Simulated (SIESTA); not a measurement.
A self-consistent single point of Ti2H4Pd (P1, 7 atoms in the cell) with SIESTA.

Method: LDA PW92, numerical atomic orbitals DZP, PseudoDojo LDA standard norm-conserving potentials (rewritten from UPF to PSML) run with SIESTA.

The change in words: atoms moved at random. Reference geometry:
```xyz
7
Lattice="-1.4694 1.4694 6.6090 1.4694 -1.4694 6.6090 1.4694 1.4694 -6.6090" Properties=species:S:1:pos:R:3 pbc="T T T"
Ti     0.0000     0.0000     4.5682
Ti     0.0000     0.0000     8.6499
H      0.0000     0.0000    11.4695
H      0.0000     0.0000     1.7485
H      0.0000     1.4694     3.3045
H      1.4694     0.0000     3.3045
Pd     0.0000     0.0000     0.0000
```

Reference input (self-consistent single point, DFT, LDA PW92, numerical atomic orbitals DZP, PseudoDojo LDA standard norm-conserving potentials (rewritten from UPF to PSML)): XC.functional = LDA; XC.authors = PW92; potentials = PseudoDojo LDA standard; PAO.BasisSize = DZP; PAO.EnergyShift = 0.01 Ry; MeshCutoff = 400 Ry; kgrid.MonkhorstPack = 10 10 10; OccupationFunction = MP; OccupationMPOrder = 0; ElectronicTemperature = 0.05 eV; MaxSCFIterations = 150; SCF.Mixer.Method = Pulay. This run's input differs from it in these lines:

```diff
@@ -19,9 +19,9 @@
 %block AtomicCoordinatesAndAtomicSpecies
-     0.000000000   -0.000000000    8.632554603  1
-    -0.000000000    0.000000000   16.345902004  1
-    -0.000000000    0.000000000   21.674306367  2
-    -0.000000000    0.000000000    3.304150240  2
-     0.000000000    2.776848605    6.244614152  2
-     2.776848605    0.000000000    6.244614152  2
-     0.000000000    0.000000000    0.000000000  3
+     0.050652495    0.020173805    8.620102843  1
+    -0.067419107    0.009460723   16.410733588  1
+    -0.109674413    0.032255873   21.672782681  2
+    -0.171345443    0.031980965    3.223632185  2
+     0.206294860    2.788614113    6.267956519  2
+     2.937136637   -0.178132061    6.269330335  2
+    -0.068796424    0.072495187   -0.018396633  3
 %endblock AtomicCoordinatesAndAtomicSpecies
```

Output, abridged:

```
        iscf     Eharris(eV)        E_KS(eV)     FreeEng(eV)     dDmax    Ef(eV) dHmax(eV)
   scf:    1    -6927.971039    -6960.994001    -6960.996178  1.658958 -4.199431  7.989231
   scf:    2    -6967.104270    -6964.723264    -6964.726448  0.149691 -4.950177  3.869406
   scf:    3    -6964.414488    -6965.108107    -6965.111587  0.077083 -5.333778  3.201069
   scf:    4    -6965.584131    -6965.527388    -6965.530879  0.026462 -5.449034  0.170904
   scf:    5    -6965.522526    -6965.527336    -6965.530813  0.008382 -5.423046  0.275306
   [... 6 lines left out ...]
   scf:   12    -6965.531166    -6965.531166    -6965.534720  0.000031 -5.417539  0.001024
   scf:   13    -6965.531166    -6965.531166    -6965.534720  0.000019 -5.417535  0.000201
   scf:   14    -6965.531166    -6965.531166    -6965.534720  0.000020 -5.417519  0.000072
   scf:   15    -6965.531166    -6965.531166    -6965.534720  0.000006 -5.417517  0.000040
SCF Convergence by DM+H criterion
max |DM_out - DM_in|         :     0.0000056491
max |H_out - H_in|      (eV) :     0.0000400892
SCF cycle converged after 15 iterations

Using DM_out to compute the final energy and forces

siesta: E_KS(eV) =            -6965.5312

siesta: E_KS - E_eggbox =     -6965.5312

siesta: Atomic forces (eV/Ang):
     1    0.149066   -0.110411    0.190369
     2    0.539370   -0.274352   -0.541606
     3    0.194562   -0.045854    0.177957
     4    0.149033   -0.029905    0.061136
     5   -0.702957   -0.014096    0.149353
     6   -0.418026    0.562317    0.029116
     7    0.089044   -0.090150   -0.064678
   Tot    0.000092   -0.002451    0.001648
   Max    0.702957
   Res    0.297396    sqrt( Sum f_i^2 / 3N )
   Max    0.702957    constrained

   [... lines left out ...]
siesta: FreeEng =     -6965.534720
siesta: Cell volume =         57.082554 Ang**3
siesta:        -115.28917478        -96.99525486  kBar
   [... lines left out ...]

              0.341   0.220   0.263

mulliken: Qtot =       46.000

Mulliken Atomic Populations:
Atom #   charge [q] valence [e]  Species
     1     0.536915   11.463085  Ti
     2     0.555633   11.444367  Ti
     3    -0.238041    1.238041  H
     4    -0.248744    1.248744  H
     5    -0.186552    1.186552  H
     6    -0.186272    1.186272  H
     7    -0.232938   18.232938  Pd
 Total    -0.000000
```

The run converged in 15 iterations. Against the reference run the free energy goes up by 16.1 meV/atom, the pressure goes from -12.69 to -11.53 GPa and the largest force goes from 0.186 to 0.812 eV/Å.

The starting cell comes from a database of computed structures (which also holds hypothetical and non-ambient phases and stackings), without a prior relaxation at this level. For this run, on top of that: atoms moved at random. Spin polarisation is off. Values carry the incompleteness of an atom-centred basis. With a pressure of about -12 GPa the cell is away from its equilibrium volume at this level.

Cost on one core of a shared machine: roughly 4 min.
